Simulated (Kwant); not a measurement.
System: wire with an abrupt hard-wall neck in a InAs two-dimensional gas. Effective mass 0.023 mₑ, grid spacing 15 nm, hard walls, nominal width 300 nm (19 grid rows, so walls 300 nm apart), one parabolic valley, scattering region 900 nm long along x; energies count from the band bottom; Fermi energy swept from 9.0829e-05 to 0.006916 eV. Central neck 130 nm wide and 170 nm long.

The device is made up for the run: typed textbook-type constants, with dimensions and the other settings drawn at random.

Kwant, effective-mass tight-binding model on a square grid, one spin, coherent transport at 0 K. Conductance is in e²/h.

Density of the scattering states that come in from the left lead, at energy = 0.0035529 eV, in bins, relative to the largest site value (x marks bins outside the device):

```
|211011211001111210xxxxxxxx000000000000000000|
|653135643223335751xxxxxxxx000011111111000000|
|774247754334435972xxxxxxxx000111222111100001|
|563145433334422772xxxxxxxx000011111111110001|
|232123223212410352xxxxxxxx000000001111111111|
|22211124530154224310011111111000000011111111|
|33421257741156434422234443221110000011112211|
|34530277642246543333334543222111000001111111|
|14630265234323433222222332211111000000000000|
|04630263025411222211111111111111000000000000|
|14630265234323433222222332211111000000000000|
|34530277642246543333334543222111000001111111|
|33421257741156434422234443221110000011112211|
|22211124530154224310011111111000000011111111|
|232123223212410352xxxxxxxx000000001111111111|
|563145433334422772xxxxxxxx000011111111110001|
|774247754334435972xxxxxxxx000111222111100001|
|653135643223335751xxxxxxxx000011111111000000|
|211011211001111210xxxxxxxx000000000000000000|
```
Scale: ten equal steps from 0.002 (start of '0') to 0.925 (end of '9'), in the order '0123456789'; x runs from -425 to 425, y from -129 (bottom) to 129 (top).

The conductance there is 1.90 e²/h with 4 open channel(s) in the leads.
